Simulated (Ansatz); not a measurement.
Consider ZrO₂ (space group P4_2/nmc, No. 137; a = 3.584 Å, c = 5.177 Å).

Method: DFT with PBEsol, PAW potentials and a 420 eV plane-wave cutoff in Ansatz (a first-principles code), spin-orbit coupling left out.

Before the change:

The volume per atom comes out as 11.09 Å³ and the c/a ratio is 1.444.

Modification: cell and atoms relaxed at a pressure of 2.1 GPa.

Question: Estimate the effect on the volume per atom.

Answer: The volume per atom shrinks by 0.122 Å³ to 10.96 Å³.

Question: What does the calculation give for the c/a ratio after the change?

Answer: The c/a ratio decreases by 0.0036 to 1.441.

Load acts through the strain it causes; cell and atoms are relaxed under it. Stability against distortions was not tested. This is not the structure that ZrO2 has at room temperature and ambient pressure.
